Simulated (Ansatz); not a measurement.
```xyz
46
Lattice="22.5000 0.0000 0.0000 0.0000 22.5000 0.0000 0.0000 0.0000 7.0792" Properties=species:S:1:pos:R:3 pbc="T T T"
Ge     6.9208    11.9463     7.2708
Ge     8.0549     9.9844     1.1317
Ge     8.6055    10.5819     3.4539
Ge     8.5436    13.7768     7.0913
Ge     8.9459    14.3629     2.3660
Ge     9.6033     8.7124     4.6846
Ge    10.1095     9.3323    -0.0609
Ge    10.1222    12.5308     3.5209
Ge    10.6170    13.1652     5.8825
Ge    11.1592     7.4497     1.1317
Ge    11.6346     8.1086     3.4539
Ge    11.6747    11.2493    -0.0269
Ge    12.2141    11.9100     2.3222
Ge    12.2127    15.0529     5.8599
Ge    12.8894    15.7518     1.0403
Ge    13.3084     6.7308     7.2708
Ge    13.2407     9.9845     3.5209
Ge    13.7634    10.5962     5.8825
Ge    13.7808    13.8288     2.2915
Ge    14.2538    14.4080     4.6421
Ge    14.7773     8.6870     0.0121
Ge    15.2711     9.1983     2.3660
Ge    15.2938    12.5371     5.8599
Ge    15.8433    13.3399     1.0403
H      6.2151    11.6360     5.9329
H      5.8340    12.3847     1.2064
H      7.0782     8.7742     1.1568
H      7.2713    10.9991     4.1330
H      7.8840    14.9880     6.3733
H      7.5622    14.5389     3.0430
H      9.7054    15.7000     2.5184
H      8.6192     7.5072     4.6872
H     10.1689     6.2507     1.1568
H     12.3102     6.8849     4.1330
H     11.5497    16.2569     5.1321
H     11.7241    16.4438     1.7828
H     14.0344    16.7876     0.9043
H     13.1454     5.9773     5.9329
H     13.9552     5.7537     1.2064
H     15.2384    15.6140     4.6817
H     16.0960     8.2830     6.3732
H     16.4293    10.2099     2.5184
H     15.7203     7.8779     3.0430
H     16.6061    12.1284     5.1321
H     16.7544    12.3366     1.7828
H     16.6291    14.6690     0.9043
```

Levels: PBE (plane waves to 420 eV, PAW; Ansatz, a first-principles code); PBE with spin-orbit coupling (Ansatz); r2SCAN (plane waves to 500 eV, PAW; Ansatz). Unmarked values and the geometry are of the first. Mesh 1×1×6. No spin polarisation. Periodic along z alone, with about 11 Å of vacuum beside it. A model structure. It keeps the symmetry and period of its start, so it need not be a minimum against all distortions. Values not marked SOC lack spin–orbit coupling. Buckling under compression is shut out by symmetry and the short period.

Q: Say what this body is, and give its properties.

A: H-capped Ge nanowire along [112], 24 atoms a period besides the caps. An idealised model, cut from the bulk lattice.
| Item | Result |
|---|---|
| largest distance between nuclei across the axis | 11.22 Å |
| energy over the bulk Ge and H2 molecule | +207 meV per atom other than the caps |
| PBE gap | 2.14 eV, direct at Γ |
| electron mass along the axis (PBE) | 0.41 mₑ |
| hole mass along the axis (PBE) | 0.31 mₑ |
| valence and conduction edges under the vacuum level (PBE) | 5.15 and 3.01 eV |
| PBE+SOC gap at this geometry | 2.13 eV |
| r2SCAN gap at this geometry | 2.46 eV |
| axial stiffness dF/dε | 60 nN |
